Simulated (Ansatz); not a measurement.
Take TaS$_{2}$ in the CdI2 type structure (space group P-3m1, No. 164; layered, stacked along the Cartesian z axis; relaxed with 0.1 eV smearing) as the base.

```cif
data_S2Ta
_chemical_formula_sum 'Ta1 S2'
_space_group_name_H-M_alt 'P-3m1'
_space_group_IT_number 164
_space_group_name_Hall '-P 3 2"'
_cell_length_a 3.27736
_cell_length_b 3.27736
_cell_length_c 5.58725
_cell_angle_alpha 90.000
_cell_angle_beta 90.000
_cell_angle_gamma 120.000
loop_
_atom_site_label
_atom_site_type_symbol
_atom_site_symmetry_multiplicity
_atom_site_Wyckoff_symbol
_atom_site_fract_x
_atom_site_fract_y
_atom_site_fract_z
_atom_site_occupancy
Ta1 Ta 1 a 0.00000 0.00000 0.00000 1
S1 S 2 d 0.33333 0.66667 0.27718 1
```

Computed with PBEsol-D3(BJ), PAW, 420 eV (Ansatz, a first-principles code; without spin-orbit coupling).

Base values:

```
Item       Result
--------  -------
Pressure  0.0 GPa
```

Modification: the cell is scaled by 1.0157 in all directions, atoms relaxed at fixed cell.

Question: Predict the new energy relative to the base.

Answer: The energy grows by 8.0 meV/atom.

Question: What does the calculation give for the largest internal atomic displacement after the change?

Answer: The largest internal atomic displacement is 0.043 Å.

Question: Estimate the effect on the pressure.

Answer: The pressure (mean of the normal stresses, compression positive) goes from zero to -3.0 GPa.

The cells carry an imposed strain or load. No phonon test of stability was made. The final runs are not spin-polarised. An odd electron count without spin: TaS2.
